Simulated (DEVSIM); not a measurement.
System: Pd/La2O3/SiO2/n-Si capacitor, at 250 K.

Layer 1 from the left is La2O3, thickness (nm) 7.50. Layer 2 from the left is SiO2, thickness (nm) 0.550. Layer 3 from the left is Si, thickness (nm) 14000, Nd (cm⁻³) 1.8e15.

Metal gate on the left, work function 5.2 eV. Fixed charge at the semiconductor interface -4.5e12 cm⁻² (in units of +e); no interface traps.

This is a model device: material constants are rounded textbook-type values typed into the input, and sizes, dopings and lifetimes were drawn at random. Values at 300 K; Nc and Nv go as T^1.5, mobilities as T to minus their exponent, the gap by Varshni's rule with the affinity fixed.

La2O3: gap (eV) 5.8, affinity (eV) 1.8, permittivity 27. SiO2: gap (eV) 9, affinity (eV) 0.9, permittivity 3.9. Si: gap (eV) 1.124, affinity (eV) 4.05, permittivity 11.7, Nc (cm⁻³) 2.86e19, Nv (cm⁻³) 3.1e19, Varshni α (eV/K) 0.000473, Varshni β (K) 636.

Estimate by hand the flat-band voltage, the threshold voltage, and compare with a numerical solution.


- Flat-band voltage: C = 2.11 μF/cm², work-function difference 0.947 V; VFB = φms − qNf/C = 1.29 V; numerical 1.29 V.
- Threshold voltage: φF = 0.365 V, depletion charge √(4εqNφF) = 2.09e-8 C/cm²; VT = VFB − 2φF − Qd/C = 0.55 V; numerical 0.55 V.

Simulated with DEVSIM: 1D Poisson equation in equilibrium, Boltzmann statistics, complete ionisation; no quantum confinement or tunnelling. Metal contacts follow the ideal Schottky-Mott rule: no Fermi-level pinning, no interface dipoles.
